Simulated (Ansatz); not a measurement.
The structure below was relaxed with plane-wave PAW DFT at the PBE-D3(BJ) level (Ansatz, a program for electronic structure, 420 eV), no spin-orbit coupling, earlier PAW set.

Space group C2/c (No. 15); a = 11.3434 Å, b = 7.1586 Å, c = 6.1085 Å, α = γ = 90.00°, β = 91.23°

| atom | site | symmetry | x | y | z |
|---|---|---|---|---|---|
| Ti | 4e | 2 | 0.0000 | 0.6002 | 0.2500 |
| Sn | 4e | 2 | 0.0000 | 0.1214 | 0.2500 |
| S | 8f | 1 | 0.1275 | 0.3887 | 0.0748 |
| S | 8f | 1 | 0.1263 | 0.1398 | 0.5947 |

Q: Write out a cell with all atoms.

A: 
```xyz
24
Lattice="11.3434 0.0000 0.0000 0.0000 7.1586 0.0000 -0.1316 0.0000 6.1071" Properties=species:S:1:pos:R:3 pbc="T T T"
Ti     5.5730     6.4413     4.5803
Sn     5.5730     2.7104     4.5803
Ti     5.6388     0.7173     1.5268
Sn     5.6388     4.4482     1.5268
S      4.1696     6.3615     2.5965
S      4.1858     2.5783     2.4750
S      4.1038     0.7971     5.6501
S      4.1200     4.5803     5.5285
S      7.0260     4.5803     3.6321
S      7.0422     0.7971     3.5106
S      7.1080     6.3615     0.4570
S      7.0917     2.5783     0.5786
Ti    -0.0987     2.8620     4.5803
Sn    -0.0987     6.2897     4.5803
Ti    -0.0329     4.2966     1.5268
Sn    -0.0329     0.8689     1.5268
S      9.8413     2.7822     2.5965
S      9.8575     6.1576     2.4750
S      9.7755     4.3764     5.6501
S      9.7917     1.0010     5.5285
S      1.3543     1.0010     3.6321
S      1.3705     4.3764     3.5106
S      1.4363     2.7822     0.4570
S      1.4201     6.1576     0.5786
```
This is the conventional cell.

Each cell is one ordered arrangement of few atoms, which overstates ordering effects compared with a random alloy. No phonon test of stability was made. All final runs are without spin polarisation. The cell was made from TiS2 by this change: x(Sn) = 0.5, 12 atoms, C2/c.
